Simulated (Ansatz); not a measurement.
**InAgTe2 under a change: biaxial strain −2.80 %, plane normal [001], relaxed out of plane**

Consider InAgTe₂ in the chalcopyrite structure (space group I-42d, No. 122; a = 6.4311 Å, c = 12.7674 Å). Axes: x, y, z lie along a, b, c of the conventional cell.

It is then changed as follows: biaxial strain −2.80 %, plane normal [001], relaxed out of plane (Cartesian); in-plane vectors clamped, the third vector and the atoms free.

Method: PBEsol (Ansatz, a first-principles code), without spin-orbit coupling. Settings: 7×7×7 k-points, 0.05 eV Fermi–Dirac smearing.

```json
[
 {"quantity": "volume per atom", "base": "33.00 Å³", "changed": "32.38 Å³", "shift": "-0.62 Å³"},
 {"quantity": "space group", "base": "I-42d (No. 122)", "changed": "I-42d (No. 122)", "shift": "–"},
 {"quantity": "shortest interatomic distance", "base": "2.746 Å", "changed": "2.726 Å", "shift": "-0.020 Å"},
 {"quantity": "energy relative to the base (free energy F)", "base": "0 meV/atom", "changed": "+7.0 meV/atom", "shift": "+7.0 meV/atom"},
 {"quantity": "band gap", "base": "0.08 eV", "changed": "zero", "shift": "–"},
 {"quantity": "out-of-plane strain (rough)", "base": "–", "changed": "+3.84 %", "shift": "–"},
 {"quantity": "mean in-plane stress (compression positive) (rough)", "base": "–", "changed": "+1.2 GPa", "shift": "–"}
]
```

Final structure (turned so that z lies along the plane normal):

```
InAgTe2
1.0
    6.25101     0.00000     0.00000
    0.00000     6.25101     0.00000
    3.12550    -3.12550     6.62907
Ag In Te
2 2 4
Direct
  0.25000   0.25000   0.50000
  0.00000   0.00000   0.00000
  0.75000   0.75000   0.50000
  0.50000   0.50000   0.00000
  0.36448   0.62500   0.75000
  0.88552   0.12500   0.75000
  0.12500   0.36448   0.25000
  0.62500   0.88552   0.25000
```

Cost of the whole job for the changed cell (relaxation, final SCF and bands): about 6 core-minutes (a rough figure).

Without a gap, meshes like the base's 7×7×7 leave anisotropic stresses uncertain by several tenths of a GPa, and small strain energies with them. Spin-orbit coupling, missing from the scalar runs, can matter with Te. Whether these cells are dynamically stable was not tested. The final runs are not spin-polarised. Gaps under 0.05 eV, about the width of the smearing, are given as zero. A zero or small gap of InAgTe2 can be the functional's error rather than a property of the material.
